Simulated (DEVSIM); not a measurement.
Structure: Schottky contact on n-type GaN, at 300 K.

Layer 1 from the left is GaN, thickness (μm) 1.80, Nd (cm⁻³) 4.4e16, τn (s) 7.7e-8, τp (s) 7.7e-8. Layer 2 from the left is GaN, thickness (μm) 24.0, Nd (cm⁻³) 1e18, τn (s) 7.7e-8, τp (s) 7.7e-8.

Left contact: Schottky, work function 5.25 eV, emission velocity 3.4e6 cm/s. Right contact: ohmic. Voltage is applied to the left contact. Recombination: SRH at mid-gap. Mobility is μmin + (μ − μmin)/(1 + (N/Nref)^α).

The device is made up for the run: typed textbook-type constants, with dimensions and the other settings drawn at random. Values at 300 K.

GaN: gap (eV) 3.43, affinity (eV) 4.1, permittivity 9.5, Nc (cm⁻³) 2.3e18, Nv (cm⁻³) 4.6e19, μn (cm²/Vs) 1200, μp (cm²/Vs) 100, μn,min 55, μp,min 3, Nref,n 2e17, Nref,p 3e17, αn 1, αp 2.

Simulated with DEVSIM: 1D drift-diffusion, Boltzmann statistics, complete ionisation; no tunnelling, impact ionisation, image-force lowering or self-heating. Metal contacts follow the ideal Schottky-Mott rule: no Fermi-level pinning, no interface dipoles.

Dark forward current:

```tsv
|V| (V)	|J| (A/cm²)
0.05	3.462e-13
0.10	2.739e-12
0.15	1.928e-11
0.20	1.336e-10
0.25	9.235e-10
0.30	6.382e-9
0.35	4.410e-8
0.40	3.047e-7
0.45	2.105e-6
0.50	1.453e-5
0.55	0.0001003
0.60	0.0006925
0.65	0.004777
0.70	0.03292
0.75	0.2266
0.80	1.551
0.85	10.32
0.90	59.76
0.95	230.3
1.00	546.8
1.05	956.0
1.10	1416
1.15	1905
1.20	2412
```

**Question.** Work out the local ideality factor n = ΔV / (kT/q · ln(J2/J1)) between the rows 0.15 and 0.20 V, 1.15 and 1.20 V.

**Answer.** kT/q = 25.85 mV. From 0.15 to 0.20 V: ln(1.336e-10/1.928e-11) = 1.936, n = 1.00, near the 1 of diffusion or emission over a barrier. From 1.15 to 1.20 V: ln(2412/1905) = 0.236, n = 8.20; the layers' resistance at their doping, Σ W/(qμN) = 8.7e-5 Ω cm², would take 44 mV of this step of 50 mV.

**Question.** Estimate the current at 0.50 V for emission alone, J0 = q v N_band exp(−φB/kT), and read the barrier back from the simulated current.

**Answer.** φB = 1.150 eV, N_band = 2.30e18 cm⁻³, J0 = 5.99e-14 A/cm²; J = J0 (exp(qV/kT) − 1) = 1.51e-5 A/cm². The simulation gives 1.45e-5 A/cm²; the estimate lies 3.6 % above. Read backwards, the simulated current gives an apparent barrier of 1.151 eV. The estimate leaves out transport through the depletion region and minority injection.
